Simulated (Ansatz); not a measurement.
Base system: ZnS in the wurtzite structure (space group P6_3mc, No. 186; a = 3.782 Å, c = 6.208 Å).

Structures relaxed with Kohn–Sham DFT with the PBEsol functional, run in Ansatz (a program for electronic structure) with PAW and 420 eV plane waves, no spin-orbit coupling.

Base:

Simulated powder pattern, Mo Kα, λ = 0.71073 Å (kinematic, ideal powder, no thermal factors, no anomalous dispersion; the 8 strongest lines at most, above 2 %, up to 2θ = 40°):

| 2θ (°) | I/Imax (%) | hkl |
|---|---|---|
| 12.46 | 89 | (100) |
| 13.15 | 58 | (002) |
| 14.09 | 100 | (101) |
| 18.15 | 37 | (102) |
| 21.66 | 77 | (110) |
| 23.44 | 80 | (103) |
| 25.42 | 54 | (112) |
| 39.08 | 29 | (213) |

Now apply this change: a hydrostatic pressure of 9 GPa.

Q: Predict the new powder pattern.

A: 
Simulated powder pattern, Mo Kα, λ = 0.71073 Å (kinematic, ideal powder, no thermal factors, no anomalous dispersion; the 8 strongest lines at most, above 2 %, up to 2θ = 40°):

```csv
2θ (°),I/Imax (%),hkl
12.87,87,(100)
13.53,57,(002)
14.55,100,(101)
18.71,35,(102)
22.39,75,(110)
24.15,79,(103)
26.25,52,(112)
33.17,28,(203)
```

The indices refer to the base's conventional cell; one index is shown for lines that coincide.

Load acts through the strain it causes; cell and atoms are relaxed under it. Stability against distortions was not tested. Tetrahedral semiconductors of this kind turn to denser phases somewhere between about 1 and 50 GPa; those were not computed, so compressed cells here can lie past the real transition.
